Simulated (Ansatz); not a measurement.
The cell is built on a prototype and need not be the phase stable at ambient conditions.

By PBEsol, the system below comes out a metal.

Given:

```
HfOs
1.0
    3.23558     0.00000     0.00000
    0.00000     3.23054     0.00000
    0.00000     0.00000     3.23558
Hf Os
1 1
Direct
  0.50000   0.50000   0.50000
  0.00000   0.00000   0.00000
```

Space group of this cell: P4/mmm, CsCl type. The cell was relaxed by PBE-D3(BJ); by PBEsol its mean pressure is -2.1 GPa.

The current flows along the normal of the first two printed cell vectors. No spin-orbit coupling; the value is a mean over 0.1 eV about the Fermi level.

Task: Give the ballistic conductance per area that Ansatz (a first-principles code) with PBEsol yields.

Result: 0.33 × 10¹⁵ S/m² for both spins.
